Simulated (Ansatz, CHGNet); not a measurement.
For TaN (model structure, started from the NbAs type, I4₁md, No. 109, 4 atoms in the cell), the machine-learned potential CHGNet 0.3.0 (trained on PBE and PBE+U data) gives:

```
Quantity               Result
-------------------  --------
lattice constant a    2.928 Å
lattice parameter c  10.182 Å
```

### Question
What does r²SCAN+rVV10 (PAW; Ansatz, a quantum-chemistry and plane-wave program) give for the same quantities?

### Answer

- lattice constant a: 2.896 Å (decreases by 1.1 %)
- lattice parameter c: 10.216 Å (grows by 0.3 %)

Changes are worked out from the printed values.

Unless a cell is named, each level is at its own relaxed cell (CHGNet 0.3.0 10.91, r²SCAN+rVV10 10.71 Å³/atom).

Levels without +SOC leave out spin–orbit coupling, which shifts energies and cells of such heavy elements.

Ansatz's density-functional and Hartree–Fock values are scalar-relativistic unless marked +SOC, with PAW data made under PBE.

A model structure was made by putting elements into a prototype or built by hand; it is no filed structure, need not be a known phase, and can be a saddle point held by its symmetry.
